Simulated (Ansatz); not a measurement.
Pt on the 1x1 (10-10) surface of wurtzite AlN (cut with top plane Al + N), one in a 2x1 cell, started at the site 'bridge Al-Al-Al-N (span 3.1 Å)'

Host crystal: wurtzite AlN, with a band gap (PBE, scalar-relativistic without spin-orbit coupling).

Level of theory: PBE (plane waves to 420 eV, PAW; Ansatz, an electronic-structure program).

Set-up: 33 atoms, 8.9 Å thick at the start under the adsorbate (thin: gaps and levels are the slab's own); mesh 3x4x1; 0.01 eV smearing; dipole correction on; 16 atoms held, the rest relaxed; held to the start's symmetry, so lower structures may exist; spin-polarised, no spin-orbit, no U, no dispersion correction. The starting moment vanished. At the end it is bonded to 3 Al + 2 N. In PBE this state lies 0.99 eV over the lowest of the starts that converged ('hollow Al').

```yaml
adsorption energy against an atom of fcc Pt: 53.6 kcal/mol
change_of_the_step_from_the_bottom_to_the_top_vacuum_level_against_the_clean_slab: 0.065 eV
energy_released_by_relaxation: 0.66 eV
height of the binding atom over the mean of the host atoms within 0.3 Å of the top one: 1.631 Å
magnetic_moment_of_the_cell: 0.00 μB
nearest_host_atoms_of_the_binding_atom: N at 2.33 Å, N at 2.33 Å, Al at 2.51 Å
largest_move_of_a_host_atom: 0.19 Å
cost: around 6 core-minutes (rough)
```

A negative adsorption energy means that the adsorbate is more stable on the surface than in its reference.
